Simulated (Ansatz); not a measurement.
Re2B (model structure, started from the Ni2In type, P6₃/mmc, No. 194, 6 atoms in the cell) was calculated with LDA (Ansatz, a first-principles code, plane waves, PAW).

Input:

Ansatz 0.2 input:
```yaml
crystal:
  lattice:
    - [4.144039606, 0.0, 0.0]
    - [-2.072019803, 3.5888435731, 0.0]
    - [0.0, 0.0, 4.8699109822]
  atoms:
    - { symbol: B, position: [0.3333333333, 0.6666666667, 0.25] }
    - { symbol: B, position: [0.6666666667, 0.3333333333, 0.75] }
    - { symbol: Re, position: [0.0, 0.0, 0.0] }
    - { symbol: Re, position: [0.0, 0.0, 0.5] }
    - { symbol: Re, position: [0.3333333333, 0.6666666667, 0.75] }
    - { symbol: Re, position: [0.6666666667, 0.3333333333, 0.25] }
basis:
  ecutwfc: 520
  ecutrho_ratio: 4
  xc_grid: 2
kpoints:
  mp_grid: { grid: [18, 18, 12] }
hamiltonian:
  xc: lda
  dispersion: none
  pseudopotentials: { kind: paw }
scf:
  occupations: { method: fermi_dirac, width: 0.05 }
output:
  forces: true
  stress: true
  eigenvalues: true
relax:
  f_tol: 0.004
  escape_saddle: false
  max_steps: 80
  cell: { stress_tol: 0.02, fix: [volume] }
```

The run printed, among other lines:

```
Relaxation: its limit of steps is 80 (relax.max_steps)
Crystal: 6 atoms, lattice volume = 72.427 Å³
Basis set: ecut = 520 eV, 1921 PW (Γ), exchange–correlation on 64×64×80 points (8 copies of the dense FFT grid, shifted against one another)
Bands: 40, of which v1, the nominal top of the filled ones, is band 33 counted from 1 (32 counted from 0)
Symmetry: 24 space group operations
Space group: P63/mmc (ITA 194), of the structure as read, at distance tolerance 4.2e-5 Å
k-points: 259 of 3888
Functional: x = slater, c = lda
SCF iter   1: F=—  HF=-42726.599365 eV  |F-HF|=—  |Δ(HF+E_count)|=         —  Δρ=1.66e-2  dr2=3.20e-1
SCF iter   2: F=—  HF=-42726.554416 eV  |F-HF|=—  |Δ(HF+E_count)|=   4.49e-2  Δρ=8.18e-3  dr2=7.02e-2
  ...
SCF 1 converged in 6 iterations: F = -42726.540828 eV  dr2 = 8.11e-9
Crystal: 6 atoms, lattice volume = 72.427 Å³
Initial density: handed on by an earlier stage of this run
SCF 2 converged in 6 iterations: F = -42726.541333 eV  dr2 = 9.69e-11
Crystal: 6 atoms, lattice volume = 72.427 Å³
SCF 3 converged in 6 iterations: F = -42726.541382 eV  dr2 = 1.66e-11
Crystal: 6 atoms, lattice volume = 72.427 Å³
SCF iter   7: F=-42726.541382 eV  HF=-42726.541382 eV  |F-HF|=7.28e-12  |Δ(HF+E_count)|=  2.18e-11  Δρ=1.76e-10  dr2=2.01e-17
SCF iter   8: F=-42726.541382 eV  HF=-42726.541382 eV  |F-HF|=0.00e0  |Δ(HF+E_count)|=    0.00e0  Δρ=4.59e-11  dr2=1.20e-18
SCF 4 converged in 8 iterations: F = -42726.541382 eV  dr2 = 1.20e-18
SCF converged after 8 iterations
Free energy (F): -42726.541382 eV
Internal energy: -42726.505087 eV  (E = F + TS)
E sigma→0 (E₀):  -42726.523234 eV
Fermi energy:    22.128911 eV
--- Forces (eV/Å), atoms counted from 1 ---
  atom   1  B     -0.00000000    -0.00000000    -0.00000000
  atom   2  B     -0.00000000     0.00000000     0.00000000
  atom   3  Re     0.00000000    -0.00000000     0.00000000
  atom   4  Re     0.00000000    -0.00000000     0.00000000
  atom   5  Re    -0.00000000     0.00000000     0.00000000
  atom   6  Re     0.00000000    -0.00000000    -0.00000000
--- Stress (GPa, compression-positive) ---
       -6.800206      -0.000000       0.000000
        0.000000      -6.800206      -0.000000
        0.000000      -0.000000      -6.794895
  P = ⅓ Tr σ = -6.7984 GPa (-67.984 kbar)
```

The cell is one volume of an energy–volume scan, off the minimum.

The PAW data were made under PBE.

Note: the run has no spin polarisation, so it can have missed a magnetic state. Note: the relaxation could raise the start's symmetry but not lower it, so the cell can be a saddle point.

The result took around 4 core-minutes (rough).

A model structure was made by putting elements into a prototype or built by hand; it is no filed structure, need not be a known phase, and can be a saddle point held by its symmetry.
